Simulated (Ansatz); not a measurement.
```yaml
crystal:
  lattice:
    - [3.68748, 0.00000, 0.00000]
    - [1.84374, 3.19345, 0.00000]
    - [1.84374, -1.06448, 2.93316]
  atoms:
    - { symbol: Mg, position: [0.00000, 0.00000, 0.00000] }
    - { symbol: S, position: [0.00000, 0.50000, 0.50000] }
```

No spin polarisation.

Calculations: LDA (Ansatz, a quantum-chemistry and plane-wave program), no spin-orbit coupling. Γ-centred 11×11×11 mesh, Fermi–Dirac width 0.05 eV.

Question: Predict the band gap, hole mass and pressure.

Answer: The band gap comes out as 2.43 eV and the hole mass comes out as 0.19 mₑ out of plane, 1.8 mₑ in plane (at Γ). The pressure (mean of the normal stresses, compression positive) comes out as -1.87 GPa.

The cells carry an imposed strain or load. Effective masses come from finite differences of ±0.01 Å⁻¹. Stability against distortions was not tested. The cell was made from MgS in the rock salt structure (space group Fm-3m, No. 225) by this change: biaxial strain +1.67 %, plane normal [111], relaxed out of plane.
